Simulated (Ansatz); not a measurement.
Surface energy of faces of alpha gallium in PBE and in LDA, in Ansatz (plane waves, PAW). Symmetric slabs relaxed with PBE from ideal cuts in 1x1 cells (the lowest computed cut and spin start of each face; real faces may reconstruct in larger cells); LDA values are single points on them, with the bulk at the same level. No spin-orbit coupling, no U.

| face | PBE (J/m²) | LDA (J/m²) |
|---|---|---|
| (010) | 0.84 | 1.16 |
| (100) | 0.47 | 0.70 |
| (101) | 0.57 | 0.81 |
| (110) | 0.67 | 0.92 |
| (111) | 0.54 | 0.83 |
| (120) | 0.56 | 0.81 |
| (121) | 0.59 | 0.80 |
| (201) | 0.55 | 0.79 |
| (210) | 0.49 | ? |

**Question.** Fit a straight line y = a·x + b by least squares to the 8 complete rows (x: PBE (J/m²); y: LDA (J/m²)).

**Answer.** the means are x̄ = 0.5988 and ȳ = 0.8525; Σ(x − x̄)² = 0.088087 and Σ(x − x̄)(y − ȳ) = 0.10632, so a = 1.207 and b = ȳ − a·x̄ = 0.130. The largest residual is 0.048.

**Question.** What does the line predict for the withheld row, (210), and what did the calculation give?

**Answer.** the line gives 0.72; the calculation gave 0.68, a miss of -0.04, of the size of the fitted rows' scatter and rounding.

Ansatz is a quantum-chemistry and plane-wave program.
